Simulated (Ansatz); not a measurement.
Al on the 1x1 (111) surface of fcc Pt, one in a 2x2 cell, energies for each (27.3 Å²). Energies are against an atom of fcc Al, without zero-point or thermal terms; each row is named by its start.

The numbers are results of PBE (plane waves to 420 eV, PAW; Ansatz, a first-principles code), not measurements.

Slab: 17 atoms, 6.9 Å thick at the start under the adsorbate (thin: gaps and levels are the slab's own); k 6x6x1, smearing 0.1 eV, dipole-corrected; 8 atoms held, the rest relaxed; each run with such symmetry as its start has; no spin, no spin-orbit, no U, no dispersion correction.

A negative adsorption energy means that the adsorbate is more stable on the surface than in its reference. Starts that drift may end in the same place. Heights count from the host atoms within 0.3 Å of the top one.

| starting site | E_ads (eV) | height (Å) | nearest host atom (Å) | bonded to | Δ work function (eV) | lateral drift (Å) |
|---|---|---|---|---|---|---|
| top Pt | ___ | 2.27 | Pt 2.32 | Pt | -1.23 | 0.0 |
| hollow Pt-Pt-Pt over Pt at depth 2.3 Å | -1.24 | 1.79 | Pt 2.43 | 3 Pt | -1.41 | 0.0 |
| hollow Pt-Pt-Pt over Pt at depth 4.6 Å | -1.21 | 1.80 | Pt 2.43 | 3 Pt | -1.39 | 0.0 |
| bridge Pt-Pt (span 2.8 Å) | -1.24 | 1.79 | Pt 2.43 | 3 Pt | -1.41 | 0.8 |

Task: Fill in the missing entries.

Result: 
- top Pt, E_ads (eV): -0.19
